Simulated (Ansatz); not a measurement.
# Response to strain in Ti

The reference is Ti in the hcp (Mg type) structure (space group P6_3/mmc, No. 194; a = 2.864 Å, c = 4.537 Å; relaxed with 0.1 eV smearing). Axes: x lies along a and z along c of the hexagonal cell.

Strains are applied to the cell and any free atomic positions relax.

All numbers come from LDA (Ansatz, an electronic-structure program, PAW, scalar-relativistic without spin-orbit coupling).

Notes on the quantities. energy relative to the base: free energy F.

```
change                       energy relative to the base  shortest interatomic distance
---------------------------  ---------------------------  -----------------------------
base                                          0 meV/atom                        2.807 Å
tensor shear ε_xz = +1.43 %                +1.4 meV/atom                        2.774 Å
tensor shear ε_xz = +2.00 %                +2.7 meV/atom                        2.761 Å
tensor shear ε_xz = +1.14 %                +0.9 meV/atom                        2.781 Å
tensor shear ε_xz = +0.86 %                +0.5 meV/atom                        2.788 Å
tensor shear ε_xz = +0.29 %                +0.1 meV/atom                        2.801 Å
tensor shear ε_xz = +1.71 %                +2.0 meV/atom                        2.768 Å
tensor shear ε_xz = +0.57 %                +0.2 meV/atom                        2.794 Å
```

No phonon test of stability was made. The final runs are not spin-polarised.
